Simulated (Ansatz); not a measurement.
For C (model structure, P4₂/ncm, No. 138, 12 atoms in the cell), LDA in Ansatz (plane waves, PAW) gives:

```
Quantity                    Value
-------------------  ------------
lattice parameter a       3.390 Å
lattice parameter c       6.017 Å
cohesive energy      8.83 eV/atom
band gap                  3.59 eV
```

### Question
What does r²SCAN (plane waves, PAW; Ansatz, a quantum-chemistry and plane-wave program) give for the same quantities?

### Answer

- lattice constant a: 3.417 Å (increases by 0.8 %)
- lattice parameter c: 6.066 Å (increases by 0.8 %)
- cohesive energy: 7.38 eV/atom (shrinks by 1.45 eV/atom)
- band gap: 3.99 eV (rises by 0.40 eV)

Changes are worked out from the printed values.

Unless a cell is named, each level is at its own relaxed cell (LDA 5.76, r²SCAN 5.90 Å³/atom).

Density-functional gaps are differences of (generalised) Kohn–Sham levels.

Ansatz's density-functional and Hartree–Fock values are scalar-relativistic unless marked +SOC, with PAW data made under PBE.

A model structure was made by putting elements into a prototype or built by hand; it is no filed structure, need not be a known phase, and can be a saddle point held by its symmetry.
